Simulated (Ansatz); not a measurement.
PbSe, response to strain

The parent structure is PbSe in the rock salt structure (space group Fm-3m, No. 225).

```xyz
2
Lattice="0.0000 3.0890 3.0890 3.0890 0.0000 3.0890 3.0890 3.0890 0.0000" Properties=species:S:1:pos:R:3 pbc="T T T"
Se     0.0000     0.0000     0.0000
Pb     3.0890     3.0890     3.0890
```

Cartesian axes are those of the cell as printed.

Strains are applied to the cell and any free atomic positions relax.

Level of theory: DFT with r2SCAN, PAW potentials and a 500 eV plane-wave cutoff in Ansatz (an electronic-structure program), no SOC.

Candidates:
(a) isotropic strain +0.73 %
(b) tensor shear ε_yz = −0.83 %
(c) uniaxial strain ε_zz = +3.59 %
(d) isotropic strain +0.93 %

Notes on the quantities. energy relative to the base: free energy F.

Question: Order them by energy relative to the base, lowest first.

Answer: (b) tensor shear ε_yz = −0.83 % (+0.5 meV/atom), (a) isotropic strain +0.73 % (+2.2 meV/atom), (d) isotropic strain +0.93 % (+3.6 meV/atom), (c) uniaxial strain ε_zz = +3.59 % (+13 meV/atom)

Stability against distortions was not tested.
